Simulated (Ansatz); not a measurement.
The starting structures come from a database of crystals and need not be the phases stable at ambient conditions.

By PBEsol, the system below comes out a metal.

The ballistic (Sharvin) conductance counts the channels at the Fermi level: G/A = (e²/h) × channels of both spins per area.

Here is the system:

```
CELL_PARAMETERS angstrom
      2.94277     0.00000     0.00000
      0.00000     3.28033     0.00000
      0.00000     0.00000     4.53713
ATOMIC_POSITIONS crystal
  Si 0.00000 0.00000 0.15686
  Si 0.50000 0.50000 0.84314
  Ni 0.00000 0.00000 0.65750
  Ni 0.50000 0.50000 0.34250
```

Space group of this cell: Pmmn. The cell is strained (lengths along the current scaled by 0.97, ions clamped); by PBEsol its mean pressure is 8.2 GPa.

The current flows along the normal of the first two printed cell vectors. No spin-orbit coupling; the value is a mean over 0.1 eV about the Fermi level.

Q: Compute, with PBEsol (Ansatz, an electronic-structure program), the ballistic conductance per area.

A: 0.63 × 10¹⁵ S/m² for both spins.
